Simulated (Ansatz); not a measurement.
The reference is MgO (space group P4_2/mnm, No. 136; a = 5.510 Å, c = 3.276 Å; a hypothetical phase, not in the database extracts checked). Axes: x, y, z lie along a, b, c of the conventional cell.

All numbers come from PBEsol (Ansatz, an electronic-structure program, PAW, scalar-relativistic without spin-orbit coupling).

The change: uniaxial strain ε_zz = −0.82 %, all other strain components held at zero, atoms relaxed at fixed cell.

**Question.** Predict the stress tensor and what it implies for the stiffness.

**Answer.** Stress of the strained cell less that of the base (GPa, compression positive):
```
   0.81    0.00    0.00
   0.00    0.81    0.00
   0.00    0.00    1.70
```

Then −Δσ_ii/ε with ε = -0.0082 gives relaxed-ion elastic constants: C33 ≈ 207 GPa, C13 ≈ 99 GPa and C23 ≈ 99 GPa.

Stability against distortions was not tested.
